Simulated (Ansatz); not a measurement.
Amorphous hafnia (Hf₁₈O₃₅), 53 atoms at 9.47 g/cm³, one PBE-relaxed geometry, zone centre. Methods: PBE, scalar-relativistic without spin-orbit coupling (Ansatz, an electronic-structure program); r2SCAN, scalar-relativistic without spin-orbit coupling (Ansatz); HSE06, scalar-relativistic without spin-orbit coupling (Ansatz). Plane waves to 420 eV (r2SCAN 500 eV); exact exchange is cut at the cell's faces. The usual formal charges leave 2 electrons over, so the level spacing at the Fermi energy parts defect or band states and needn't be the band gap. The higher rungs were started with moments on some atoms, which died out.

The cell was made by melting and quenching with the CHGNet potential and then relaxed with DFT. O atoms were pushed apart under 1.9 Å during the dynamics, to hinder bonds among them. The hot cell started wider than the set density and was brought back towards it in steps. It is the lowest in DFT energy of 4 quenches. It is a model cell: composition and starting density were chosen by hand, and all elements were melted together. No dispersion term was used. Its density started from a set value of 9.47 and ended at 9.47 g/cm³. Cooling (nominally 73 K/ps over its main leg) ran many orders faster than in experiment, which tends to leave more defects and strain. Values belong to this one cell and scatter from quench to quench. The volume was held where the preparation left it and the shape relaxed, at a PBE pressure of -0.7 GPa (tension). Stress components on the final sampling reach 0.7 GPa.

The relaxation ran on one k-point at (1/4, 1/4, 1/4). At PBE the level spacing at the Fermi energy is 0.67 eV on a 2×2×2 Γ-centred mesh, and the spacing at the zone centre alone 0.80 eV.

Problem. What zone-centre spacing does r2SCAN give, roughly?

Solution. 0.98 eV (+0.18 eV against PBE).

Problem. What zone-centre spacing does HSE06 give, roughly?

Solution. 1.54 eV (+0.74 eV against PBE).

The highest filled and the lowest empty state spread over these numbers of atoms (participation numbers): PBE: 7.9 and 23.4; r2SCAN: 7.3 and 22.7; HSE06: 7.2 and 22.7.
